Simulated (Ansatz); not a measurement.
Take BeS in the zinc blende structure (space group F-43m, No. 216; a = 4.8380 Å) as the base. Axes: x, y, z lie along the cube axes.

Now apply this change: the symmetric strain tensor [-0.0022 -0.0133 0.0045; -0.0133 -0.0067 0.0095; 0.0045 0.0095 -0.0168], atoms relaxed at fixed cell.

Levels (all Ansatz, a quantum-chemistry and plane-wave program, PAW): PBEsol (420 eV, scalar-relativistic without spin-orbit coupling); PBEsol+SOC (420 eV, spin-orbit coupling included).

The geometry is relaxed with PBEsol.

| Quantity | Result |
|---|---|
| PBEsol valence-band top at Γ | 0.00, -0.18, -0.29 eV |
| PBEsol band gap | 2.60 eV |
| PBEsol width of the top valence band | 3.73 eV |

With PBEsol+SOC at the same geometry, the valence-band top at Γ (three highest Kramers pairs, from the VBM) becomes 0.00, -0.18, -0.31 eV (PBEsol: 0.00, -0.18, -0.29 eV); the band gap stays essentially unchanged (2.60 eV against 2.59 eV); the width of the top valence band hardly moves (3.73 eV against 3.74 eV).

Single points use the geometry relaxed with PBEsol. Differences between runs with and without spin-orbit coupling are approximate. Whether these cells are dynamically stable was not tested.
